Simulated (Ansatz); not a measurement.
Defect migration in 3C silicon carbide: interstitial Na, charge state +1. All values below come from PBE, PAW (plane waves to 420 eV; Ansatz, a program for electronic structure).

64-site cell at the relaxed PBE lattice, a 2×2×2 k-point mesh shifted by half a step, smearing 0.01 eV, spin-restricted, no finite-size correction. Static, classical nuclei. The charge state is imposed; whether it is stable for some Fermi level was not computed. Sites that were not tried may lie lower.

Barriers: single points on a 3×3×3 k-point mesh shifted by half a step at the bands' geometries.

The step: one Na atom jumps by itself. Atoms about the jump, Cartesian Å from the middle of the jump, before and after:

```json
[
 {"atom": "Na1", "x0": "-0.55", "y0": "0.55", "z0": "-0.55", "x1": "0.55", "y1": "-0.55", "z1": "0.55"},
 {"atom": "C2", "x0": "0.60", "y0": "-0.60", "z0": "-1.70", "x1": "0.55", "y1": "-0.55", "z1": "-1.68"},
 {"atom": "C3", "x0": "-1.70", "y0": "-0.60", "z0": "0.60", "x1": "-1.68", "y1": "-0.55", "z1": "0.55"},
 {"atom": "C4", "x0": "0.60", "y0": "1.70", "z0": "0.60", "x1": "0.55", "y1": "1.68", "z1": "0.55"},
 {"atom": "Si5", "x0": "1.78", "y0": "0.55", "z0": "-0.55", "x1": "1.77", "y1": "0.67", "z1": "-0.67"},
 {"atom": "Si6", "x0": "-0.55", "y0": "-1.78", "z0": "-0.55", "x1": "-0.68", "y1": "-1.77", "z1": "-0.67"},
 {"atom": "Si7", "x0": "-0.55", "y0": "0.55", "z0": "1.78", "x1": "-0.68", "y1": "0.67", "z1": "1.77"},
 {"atom": "Si8", "x0": "1.65", "y0": "-1.65", "z0": "1.65", "x1": "1.77", "y1": "-1.77", "z1": "1.77"},
 {"atom": "C9", "x0": "-1.70", "y0": "1.70", "z0": "-1.70", "x1": "-1.64", "y1": "1.64", "z1": "-1.64"},
 {"atom": "C10", "x0": "2.77", "y0": "-0.56", "z0": "0.56", "x1": "2.77", "y1": "-0.55", "z1": "0.55"},
 {"atom": "C11", "x0": "0.56", "y0": "-2.77", "z0": "0.56", "x1": "0.55", "y1": "-2.78", "z1": "0.55"},
 {"atom": "C12", "x0": "0.56", "y0": "-0.56", "z0": "2.77", "x1": "0.55", "y1": "-0.55", "z1": "2.78"},
 {"atom": "Si13", "x0": "-0.55", "y0": "0.55", "z0": "-2.88", "x1": "-0.55", "y1": "0.55", "z1": "-2.75"},
 {"atom": "Si14", "x0": "-2.88", "y0": "0.55", "z0": "-0.55", "x1": "-2.75", "y1": "0.55", "z1": "-0.55"},
 {"atom": "Si15", "x0": "-0.55", "y0": "2.88", "z0": "-0.55", "x1": "-0.55", "y1": "2.75", "z1": "-0.55"}
]
```

Where do these atoms stand at the saddle point, and how high is it?


```
atom      x      y      z
----  -----  -----  -----
Na1    0.02  -0.01   0.01
C2     0.61  -0.60  -1.78
C3    -1.78  -0.60   0.61
C4     0.61   1.79   0.61
Si5    1.90   0.65  -0.65
Si6   -0.65  -1.90  -0.65
Si7   -0.65   0.65   1.90
Si8    1.63  -1.63   1.63
C9    -1.61   1.61  -1.61
C10    2.76  -0.53   0.53
C11    0.53  -2.75   0.53
C12    0.53  -0.53   2.76
Si13  -0.53   0.53  -2.77
Si14  -2.77   0.53  -0.53
Si15  -0.53   2.77  -0.53
```
It lies 1.89 eV above the start and 1.44 eV above the end. The program found a first-order saddle point.
